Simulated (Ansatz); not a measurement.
Worked example: self-consistent single point of CsZn4P3 (P4mm, 8 atoms in the cell) in Ansatz (a first-principles code).

Method: PBEsol, default PAW files made with PBE (plane waves; Ansatz).

```yaml
crystal:
  lattice:
    - [4.07464, 0.00000, 0.00000]
    - [0.00000, 4.07464, 0.00000]
    - [0.00000, 0.00000, 10.48461]
  atoms:
    - { symbol: Cs, position: [0.00000, 0.00000, 0.50477] }
    - { symbol: Zn, position: [0.50000, 0.00000, 0.84844] }
    - { symbol: Zn, position: [0.50000, 0.00000, 0.15156] }
    - { symbol: Zn, position: [0.00000, 0.50000, 0.84844] }
    - { symbol: Zn, position: [0.00000, 0.50000, 0.15156] }
    - { symbol: P, position: [0.50000, 0.50000, 0.72670] }
    - { symbol: P, position: [0.50000, 0.50000, 0.27330] }
    - { symbol: P, position: [0.00000, 0.00000, 0.00000] }
```

Reference input (self-consistent single point, DFT, PBEsol, plane waves, default PAW files made with PBE): basis.ecutwfc = 30.9 Ry; kpoints.mp_grid.grid = 6 6 3; hamiltonian.xc = pbesol; hamiltonian.pseudopotentials = {kind: paw} (the program's default PAW files); scf.occupations.method = fermi_dirac; scf.occupations.width = 0.01 Ry. This run's input differs from it in these lines:

Ansatz 0.2 input:
```diff
@@ -18,3 +18,3 @@
 kpoints:
-  mp_grid: { grid: [6, 6, 3] }
+  mp_grid: { grid: [10, 10, 5] }
 hamiltonian:
@@ -23,3 +23,3 @@
 scf:
-  occupations: { method: fermi_dirac, width: 0.01 Ry }
+  occupations: { method: fermi_dirac, width: 0.0007 Ry }
 output:
```

Output (repeated stretches shortened):

```
SCF iter   1: F=—  HF=-20931.998421 eV  |F-HF|=—  |Δ(HF+E_count)|=         —  Δρ=4.46e-3  dr2=4.87e-2  ethr=1.77e-3  ⟨swp⟩=11.1  Hψ=15451  notcnv=0  defer=1
all-band conjugate gradients solve this SCF's bands
preconditioner: auto → Kerker (q_TF=auto, 2.355 Å⁻¹)
SCF iter   2: F=—  HF=-20931.988092 eV  |F-HF|=—  |Δ(HF+E_count)|=   1.03e-2  Δρ=2.08e-3  dr2=1.63e-2  ethr=6.76e-5  ⟨swp⟩=2.8  Hψ=5866  notcnv=0  defer=199
   [... lines left out ...]
SCF iter   6: F=—  HF=-20931.983738 eV  |F-HF|=—  |Δ(HF+E_count)|=   1.18e-5  Δρ=5.90e-5  dr2=8.99e-6  ethr=1.54e-7  ⟨swp⟩=2.4  Hψ=3668  notcnv=0  defer=199
SCF iter   7: F=—  HF=-20931.983728 eV  |F-HF|=—  |Δ(HF+E_count)|=   9.82e-6  Δρ=3.00e-5  dr2=1.87e-6  ethr=1.25e-8  ⟨swp⟩=2.2  Hψ=4656  notcnv=0  defer=199
SCF iter   8: F=—  HF=-20931.983729 eV  |F-HF|=—  |Δ(HF+E_count)|=   1.03e-6  Δρ=3.29e-5  dr2=1.28e-6  ethr=2.60e-9  ⟨swp⟩=2.0  Hψ=4740  notcnv=0  defer=199
SCF iter   9: F=-20931.983728 eV  HF=-20931.983728 eV  |F-HF|=6.04e-9  |Δ(HF+E_count)|=   6.03e-7  Δρ=4.37e-6  dr2=4.71e-8  ethr=1.39e-10  ⟨swp⟩=10.5  Hψ=15053  notcnv=0
SCF 1 converged in 9 iterations: F = -20931.983728 eV  dr2 = 4.71e-8
Free energy (F): -20931.983728 eV
Internal energy: -20931.983696 eV  (E = F + TS)
E sigma→0 (E₀):  -20931.983712 eV
Entropy (-TS):   -0.000032 eV (-0.004 meV/atom)
Fermi energy:    7.472632 eV
--- Forces (eV/Å), atoms counted from 1 ---
  atom   1  Cs     0.00000000     0.00000000    -0.06639366
  atom   2  Zn    -0.00000000     0.00000000     0.11265241
  atom   3  Zn     0.00000000     0.00000000    -0.05982740
  atom   4  Zn    -0.00000000     0.00000000     0.11265241
  atom   5  Zn     0.00000000     0.00000000    -0.05982740
  atom   6  P      0.00000000     0.00000000     0.03565542
  atom   7  P     -0.00000000     0.00000000    -0.04012083
  atom   8  P      0.00000000     0.00000000    -0.03478538
--- Stress (GPa, compression-positive) ---
       -2.234937       0.000000       0.000000
        0.000000      -2.234937       0.000000
        0.000000       0.000000      -2.220059
  P = ⅓ Tr σ = -2.2300 GPa (-22.300 kbar)
  The stress holds the Pulay correction. Without it, at fixed plane waves, as pw.x and ABINIT print it: P = -2.2849 GPa
```

The run converged in 9 iterations. Against the reference run the free energy stays essentially unchanged (within 1 meV/atom), the pressure hardly changes (-2.21 to -2.23 GPa) and the largest force goes from 0.139 to 0.113 eV/Å.

The starting cell comes from a database of computed structures (which also holds hypothetical and non-ambient phases and stackings), without a prior relaxation at this level. Its lattice was rescaled by up to half a per cent. One atom was moved a little off its site on purpose. Ansatz's pressure includes its estimate of the finite-basis (Pulay) stress.

Cost on one core of a shared machine: roughly 60 s.
